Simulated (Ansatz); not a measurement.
Functionals compared on OH on the (0001) surface of wurtzite GaN (2x2 N adatom at H3; a constructed slab, bottom: 3 H on 4 bottom sites), one in a cell of 36 Å², started at the site 'over Ga at depth 1.1 Å', in Ansatz (plane waves, PAW). The structure was relaxed with PBE; the other rows are single points on it, each with its references at the same level. Cutoff 420 eV (500 eV for r2SCAN). The points keep PBE's geometry, so the relaxation of a polaron and the settling of charge on one site are left out.

Host crystal: wurtzite GaN, with a band gap (PBE, scalar-relativistic without spin-orbit coupling).

Slab: 46 atoms, 13.4 Å thick at the start with caps and adatoms under the adsorbate (thin: gaps and levels are the slab's own); k 4x4x1, smearing 0.01 eV, dipole-corrected; 23 atoms held, the rest relaxed; no symmetry held; spin-polarised, ending with about 1.0 μB a cell; orders that need a larger cell were not tried, no spin-orbit, no U, no dispersion correction. At the end it is bonded to Ga. In PBE it is, or lies within 0.03 eV of, the lowest of the starts that converged. These notes are the PBE run's. r2SCAN: The program's check for a lower electronic state was not made. Adsorption energies are against H2O(g) − ½ H2(g). A negative adsorption energy means that the adsorbate is more stable on the surface than in its reference.

| functional | adsorption energy (eV) | gap of the slab on its k-mesh (eV) | highest filled level below the top vacuum level (eV) | magnetic moment of the cell (μB) |
|---|---|---|---|---|
| PBE | -0.35 | 1.00 | 6.26 | 1.00 |
| RPBE | [?] | [?] | [?] | 1.00 |
| r2SCAN | -0.78 | 1.71 | 6.41 | 1.00 |

Question: Some entries are withheld; supply them.

Answer: 
- RPBE, adsorption energy (eV): -0.27
- RPBE, gap of the slab on its k-mesh (eV): 1.06
- RPBE, highest filled level below the top vacuum level (eV): 6.14

Ansatz is a quantum-chemistry and plane-wave program.
